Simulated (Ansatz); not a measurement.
The parent structure is ZrS$_{2}$ in the CdI2 type structure (space group P-3m1, No. 164; a = 3.6743 Å, c = 5.8603 Å; layered, stacked along the Cartesian z axis). Axes: x lies along a and z along c of the hexagonal cell.

It is then changed as follows: uniaxial stress, 2 GPa compression along x, with the cell and atoms free to relax against it.

The values are results of DFT with r2SCAN+rVV10, PAW potentials and a 500 eV plane-wave cutoff in Ansatz (an electronic-structure program), spin-orbit coupling left out, not measurements.

Question: Give the band edges at the high-symmetry points of the new zone, measured from its valence-band maximum.

Answer: 
```tsv
point	valence edge (eV)	conduction edge (eV)
Γ	-0.02	1.76
C	-1.55	2.52
C₂	-1.55	2.52
Y₂	-1.26	1.33
M₂	-0.88	1.10
D	-1.89	2.64
D₂	-1.89	2.64
A	-0.26	1.72
L₂	-0.83	1.15
V₂	-1.39	1.32
```

The gap is 1.10 eV, indirect, Γ–C (13 % along) → M₂.

Load acts through the strain it causes; cell and atoms are relaxed under it. Beyond what the load breaks, stability against distortions was not tested. Labels are those of the standard path for the cell's own space group.
